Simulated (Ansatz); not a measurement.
Ansatz (an electronic-structure program) run on CdPd (P4/mmm, 2 atoms in the cell): relaxation of cell and atoms.

Method of the run: LDA (PW92), default PAW files made with PBE (plane waves; Ansatz).

The change in words: atoms on their sites; relax: default → cell and atoms. Reference geometry:
```yaml
crystal:
  lattice:
    - [3.02815, 0.00000, 0.00000]
    - [0.00000, 3.02815, 0.00000]
    - [0.00000, 0.00000, 3.68241]
  atoms:
    - { symbol: Cd, position: [0.00000, 0.00000, 0.01358] }
    - { symbol: Pd, position: [0.50000, 0.50000, 0.50000] }
```

Reference input (self-consistent single point, DFT, LDA (PW92), plane waves, default PAW files made with PBE): basis.ecutwfc = 30.9 Ry; kpoints.mp_grid.grid = 11 11 9; hamiltonian.xc = lda; hamiltonian.pseudopotentials = {kind: paw} (the program's default PAW files); scf.occupations.method = fermi_dirac; scf.occupations.width = 0.0073 Ry. This run's input differs from it in these lines:

```diff
@@ -6,3 +6,3 @@
   atoms:
-    - { symbol: Cd, position: [0.000000, 0.000000, 0.013578] }
+    - { symbol: Cd, position: [0.000000, 0.000000, 0.000000] }
     - { symbol: Pd, position: [0.500000, 0.500000, 0.500000] }
@@ -17,2 +17,4 @@
   occupations: { method: fermi_dirac, width: 0.0073 Ry }
+relax:
+  cell: {}
 output:
```

Output, abridged:

```
   [... SCF lines of the steps left out ...]
relax step   1: F+E_penalty+E_count = -14963.32099888 eV  Δ(F+E_penalty+E_count) = +0.000e0 eV  max|allowed force component| = 1.033e-28 eV/Å  Δτ_max = 0.0000 Å  P = -7.855 GPa  Ω = 33.767 Å³  (7 SCF iters, dr2 threshold 1.00e-7 eV, accepted)
relax step   2: F+E_penalty+E_count = -14963.27526265 eV  Δ(F+E_penalty+E_count) = +4.574e-2 eV  max|allowed force component| = 0.000e0 eV/Å  Δτ_max = 0.0000 Å  P = +14.494 GPa  Ω = 29.508 Å³  energy of the carried Pulay correction = +8.658e-4 eV  [...]
   [... lines left out ...]
relax step   4: F+E_penalty+E_count = -14963.37192774 eV  Δ(F+E_penalty+E_count) = -1.473e-3 eV  max|allowed force component| = 9.466e-30 eV/Å  Δτ_max = 0.0000 Å  P = -0.026 GPa  Ω = 31.837 Å³  energy of the carried Pulay correction = +3.784e-4 eV  [...]
relax step   5: F+E_penalty+E_count = -14963.37148813 eV  Δ(F+E_penalty+E_count) = +4.396e-4 eV  max|allowed force component| = 9.466e-30 eV/Å  Δτ_max = 0.0000 Å  P = -0.017 GPa  Ω = 31.837 Å³  stress off target by 1.71e-2 GPa  SCF on the basis [...]
basis re-selected at this cell: Δ(F+E_penalty+E_count) = +4.396e-4 eV, ΔP = +0.009 GPa vs the last step
the relaxation is at rest under the 16 symmetry operations that the run kept from its start: a minimum is not shown …
Free energy (F): -14963.371488 eV
Internal energy: -14963.357904 eV  (E = F + TS)
E sigma→0 (E₀):  -14963.364696 eV
Entropy (-TS):   -0.013584 eV (-6.792 meV/atom)
Fermi energy:    19.128580 eV
--- Forces (eV/Å), atoms counted from 1 ---
  atom   1  Cd     0.00000000    -0.00000000     0.00000000
   [... lines left out ...]
to start a new deck from the relaxed geometry:
  cell:  # Å, volume = 31.8366 Å³
    - [2.9658621899481816, 4.5108890608144465e-34, 0.0]
    - [4.5108890608144465e-34, 2.9658621899481816, 0.0]
    - [0.0, 0.0, 3.619303784122935]
  atoms:
    - { symbol: Cd, position: [-1.1428290059867663e-35, -4.968821765159854e-37, 0.0] }
    - { symbol: Pd, position: [0.5, 0.5, 0.5] }
```

The run converged. 

Summary of the result:
| Property | Value |
|---|---|
| Free energy E − TS (on the zero of these files) | -14963.3715 eV |
| Fermi level (on the code's own zero) | 19.13 eV |
| Pressure | -0.02 GPa |
| Final cell | a = 2.966 Å, b = 2.966 Å, c = 3.619 Å, α = 90.00°, β = 90.00°, γ = 90.00° |
| Final volume per atom | 15.92 Å³ |
| Relaxation steps | 5 |

The starting cell comes from a database of computed structures (which also holds hypothetical and non-ambient phases and stackings), without a prior relaxation at this level. Its lattice was rescaled by up to half a per cent. Spin polarisation is off. The relaxation keeps the symmetry of its start, so its end need not be a minimum. Ansatz's pressure includes its estimate of the finite-basis (Pulay) stress.

Keys are those of Ansatz 0.2.
